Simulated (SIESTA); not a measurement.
Worked example: self-consistent single point of CaSnF4 (P1, 6 atoms in the cell) in SIESTA.

Method of the run: SIESTA with LDA PW92, numerical atomic orbitals DZP, PseudoDojo LDA standard norm-conserving potentials (rewritten from UPF to PSML).

The change in words: atoms moved at random. Reference geometry:
```
CELL_PARAMETERS angstrom
      4.00455     0.00000     0.00000
      0.00000     4.00455     0.00000
      0.00000     0.00000     5.78047
ATOMIC_POSITIONS crystal
  Ca 0.00000 0.00000 0.50000
  Sn 0.50000 0.50000 0.00000
  F  0.50000 0.00000 0.26574
  F  0.50000 0.00000 0.73426
  F  0.00000 0.50000 0.26574
  F  0.00000 0.50000 0.73426
```

Reference input (self-consistent single point, DFT, LDA PW92, numerical atomic orbitals DZP, PseudoDojo LDA standard norm-conserving potentials (rewritten from UPF to PSML)): XC.functional = LDA; XC.authors = PW92; potentials = PseudoDojo LDA standard; PAO.BasisSize = DZP; PAO.EnergyShift = 0.01 Ry; MeshCutoff = 350 Ry; kgrid.MonkhorstPack = 8 8 5; OccupationFunction = FD; ElectronicTemperature = 10 meV; MaxSCFIterations = 150; SCF.Mixer.Method = Broyden; SCF.Mixer.Weight = 0.25. This run's input differs from it in these lines:

```diff
@@ -19,8 +19,8 @@
 %block AtomicCoordinatesAndAtomicSpecies
-     0.000000000    0.000000000    0.500000000  1
-     0.500000000    0.500000000    0.000000000  2
-     0.500000000    0.000000000    0.265740000  3
-     0.500000000    0.000000000    0.734260000  3
-     0.000000000    0.500000000    0.265740000  3
-     0.000000000    0.500000000    0.734260000  3
+     0.012069000   -0.008228000    0.504752000  1
+     0.495722000    0.519512000    0.004148000  2
+     0.499069000   -0.001005000    0.252190000  3
+     0.500649000   -0.005702000    0.732750000  3
+    -0.009865000    0.487493000    0.270343000  3
+     0.002356000    0.507930000    0.735817000  3
 %endblock AtomicCoordinatesAndAtomicSpecies
```

The program printed (abridged):

```
        iscf     Eharris(eV)        E_KS(eV)     FreeEng(eV)     dDmax    Ef(eV) dHmax(eV)
   scf:    1    -5875.880567    -5868.428763    -5868.428763  1.421882 -5.305954  5.803164
   scf:    2    -5871.171506    -5870.041950    -5870.041950  0.082768 -5.690742  3.102353
   scf:    3    -5870.422534    -5870.310419    -5870.310419  0.039722 -3.654528  0.976001
   scf:    4    -5870.352603    -5870.336319    -5870.336319  0.032649 -4.044479  0.182135
   scf:    5    -5870.335161    -5870.337319    -5870.337319  0.008283 -4.124428  0.104707
   scf:    6    -5870.339007    -5870.338349    -5870.338349  0.002449 -4.142604  0.029784
   scf:    7    -5870.338406    -5870.338427    -5870.338427  0.001373 -4.144889  0.014580
   scf:    8    -5870.338444    -5870.338439    -5870.338439  0.000422 -4.143890  0.002340
   scf:    9    -5870.338440    -5870.338440    -5870.338440  0.000117 -4.143325  0.000804
   scf:   10    -5870.338440    -5870.338440    -5870.338440  0.000050 -4.143174  0.000355
SCF Convergence by DM+H criterion
max |DM_out - DM_in|         :     0.0000501986
max |H_out - H_in|      (eV) :     0.0003547325
SCF cycle converged after 10 iterations

Using DM_out to compute the final energy and forces

siesta: E_KS(eV) =            -5870.3384

siesta: E_KS - E_eggbox =     -5870.3384

siesta: Atomic forces (eV/Ang):
     1   -0.283994    0.183704   -0.132736
     2    0.048346   -0.079678   -0.144847
     3    0.008593   -0.123108    0.126195
     4    0.124982    0.006170    0.070018
     5    0.103156    0.183799   -0.138281
     6   -0.003141   -0.169694    0.219407
   Tot   -0.002058    0.001192   -0.000243
   Max    0.283994
   Res    0.140216    sqrt( Sum f_i^2 / 3N )
   Max    0.283994    constrained

   [... lines left out ...]
siesta: FreeEng =     -5870.338440
   [... lines left out ...]
siesta:     0.055199   -0.000004   -0.001308
siesta:    -0.000004    0.051411    0.001716
siesta:    -0.001308    0.001716    0.061243

siesta: Cell volume =         92.698049 Ang**3

siesta: Pressure (static):
siesta:                Solid            Molecule  Units
siesta:          -0.00060938         -0.00064841  Ry/Bohr**3
siesta:          -0.05595080         -0.05953388  eV/Ang**3
siesta:         -89.64306127        -95.38379240  kBar
```

The run converged in 10 iterations. Against the reference run the free energy rises by 4.6 meV/atom, the pressure goes from -9.36 to -8.96 GPa, the largest force goes from 0.172 to 0.363 eV/Å and the gap on the mesh goes from 3.351 to 3.266 eV.

The starting cell comes from a database of computed structures (which also holds hypothetical and non-ambient phases and stackings), without a prior relaxation at this level. For this run, on top of that: atoms moved at random. Values carry the incompleteness of an atom-centred basis. The basis of the alkali or alkaline-earth atoms may lack their empty d shell, which can raise the gap. With a pressure of about -9 GPa the cell is away from its equilibrium volume at this level.

Cost on one core of a shared machine: roughly 50 s.
